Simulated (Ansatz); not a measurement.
An ideal cubic perovskite cell is held by its symmetry; such compounds can tilt or shift off centre at room temperature. The starting structures come from a database of crystals and need not be the phases stable at ambient conditions.

Given:

```xyz
5
Lattice="5.8390 0.0000 0.0000 0.0000 5.8390 0.0000 0.0000 0.0000 5.8390" Properties=species:S:1:pos:R:3 pbc="T T T"
Cs     0.0000     0.0000     0.0000
Sn     2.9195     2.9195     2.9195
Br     2.9195     0.0000     2.9195
Br     0.0000     2.9195     2.9195
Br     2.9195     2.9195     0.0000
```

Space group of this cell: Pm-3m, cubic perovskite. The cell is taken as given; by PBEsol its mean pressure is -0.8 GPa.

Transport runs along the normal of the first two printed cell vectors, the (001) plane of the conventional cell.

The gap is the functional's own, uncorrected, and κ follows it; spin-orbit coupling is left out. Mid-gap values are interpolated between the computed energies.

Question: Predict the band gap and the smallest decay constant κ at mid-gap from Ansatz (a program for electronic structure) with PBEsol.

Answer: Gap 0.42 eV on a 6×6×6 mesh; κ = 0.033 1/Å, at (0.500, 0.500) of the in-plane reciprocal vectors. At the zone centre, at the nearest computed energy, the slowest state has κ = 0.15 1/Å.
